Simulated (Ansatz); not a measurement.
LiHS (Ama2, No. 40, 6 atoms in the cell; start COD 1532758), treated with G0W0@PBEsol (Ansatz, a quantum-chemistry and plane-wave program, plane waves, hard PAW, contour deformation, complete-basis limit).

Run with largest k mesh 4×4×4 (not extrapolated in the mesh).

Cell (measured lattice):

```
LiHS
1.0
    6.15687     0.00000     0.00000
    0.00000     2.80920     2.75739
    0.00000    -2.80920     2.75739
Li S H
2 2 2
Direct
  0.50000   0.50166   0.50166
  0.00000   0.50166   0.50166
  0.75000   0.99876   0.47534
  0.25000   0.47534   0.99876
  0.25000   0.13309   0.98349
  0.75000   0.98349   0.13309
```

Question: What does this level give for the band gap?

Answer: 
band gap: 5.79 eV (direct)

Note: the file's cell can be that of a phase stable at another temperature; cell and atoms aren't relaxed at this level; the gap holds a correction of +0.16 eV to the complete basis.

The computed numbers hold no vibrational or temperature effects.

It cost roughly 4 core-hours of CPU time.
